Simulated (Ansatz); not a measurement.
Fluorite PbF2 (high-temperature phase), treated with PBE-D3(BJ) (plane waves, PAW; Ansatz, a quantum-chemistry and plane-wave program).

Run with plane-wave cutoff 500 eV, 10×10×10 k mesh, gaussian smearing 0.02 eV, scalar-relativistic PAW data made under PBE.

Cell (relaxed at this level):

```yaml
crystal:
  lattice:
    - [0.00000, 2.98163, 2.98163]
    - [2.98163, 0.00000, 2.98163]
    - [2.98163, 2.98163, 0.00000]
  atoms:
    - { symbol: Pb, position: [0.00000, 0.00000, 0.00000] }
    - { symbol: F, position: [0.25000, 0.25000, 0.25000] }
    - { symbol: F, position: [0.75000, 0.75000, 0.75000] }
```

**Question.** Predict the band gap.

**Answer.** 
band gap: 4.43 eV (on the SCF k mesh)

Note: a distance lies near a switch of the dispersion term, which can move the cell.

Spin–orbit coupling is not included; with these elements it can move the gap by several tenths of an eV or more.

Computed values are for the static lattice.
